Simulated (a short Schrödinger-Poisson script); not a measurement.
# MOS inversion layer, SiO2 on p-type Si(100)

Structure: MOS inversion layer, SiO2 on p-type Si(100), at 300 K.

```csv
layer,material,thickness (nm),Na (cm⁻³)
1,SiO2,2.2,-
2,Si,1000,4.5e16
```

The device is made up for the run: typed textbook-type constants, with dimensions and the other settings drawn at random. SiO2: permittivity 3.9, conduction-band edge (eV) 3.15, gap (eV) 9, electron mass (mₑ) 0.5. Si: permittivity 11.7, conduction-band edge (eV) 0, gap (eV) 1.124, Nv at 300 K (cm⁻³) 3.1e19.

Channel valleys (confinement mass, in-plane density-of-states mass, number): Δ2 0.916, 0.19, 2; Δ4 0.19, 0.417, 4. At the gate the conduction-band edge of layer 1 lies 3.37 eV − eVg above the Fermi level of the channel; the field vanishes at the back. Gaps are held at their typed values at every temperature. Mesh 0.03 nm at interfaces.

Solved with a short Schrödinger-Poisson script written for these runs: 1D Poisson equation in equilibrium, electrons quantum, Hartree (BenDaniel-Duke, 12 states a valley, the channel's in-plane mass for all, wave functions free to enter the dielectric), parabolic valleys, classical holes, full ionisation, no traps, pinning or gate leakage.

```tsv
Vg (V)	electrons (cm⁻²)	C (μF/cm²)	Δ2 E0 (meV)	Δ2 E1 (meV)	Δ4 E0 (meV)	Δ4 E1 (meV)
-0.1	2.17e6	0.0782	411.2	436.4	431.7	473.6
0	7.60e7	0.0729	317.9	344.5	339.4	383.8
0.1	2.70e9	0.0824	224.3	252.3	246.9	293.5
0.2	7.03e10	0.348	138.4	168.2	162.4	211.6
0.3	4.33e11	0.823	88.0	122.4	115.6	168.7
0.4	1.01e12	1.02	62.0	102.2	94.2	151.6
0.5	1.68e12	1.12	45.3	91.1	81.7	142.9
0.6	2.40e12	1.18	32.8	83.8	73.1	137.7
0.7	3.15e12	1.22	22.7	78.6	66.7	134.2
0.8	3.92e12	1.25	14.3	74.7	61.5	131.7
0.9	4.71e12	1.27	6.9	71.5	57.2	129.8
1	5.51e12	1.29	0.3	69.0	53.5	128.3
1.1	6.31e12	1.30	-5.7	66.8	50.2	127.1
1.2	7.13e12	1.31	-11.3	65.0	47.3	126.1
1.3	7.96e12	1.32	-16.5	63.3	44.6	125.3
1.4	8.79e12	1.33	-21.4	61.9	42.0	124.6
1.5	9.62e12	1.34	-26.1	60.6	39.7	124.0
1.6	1.05e13	1.35	-30.5	59.5	37.4	123.4
1.7	1.13e13	1.35	-34.8	58.4	35.3	123.0
1.8	1.21e13	1.36	-39.0	57.5	33.3	122.6
```

Gate voltages with under 1e6 electrons/cm² are left out.

Subbands count from the Fermi level.
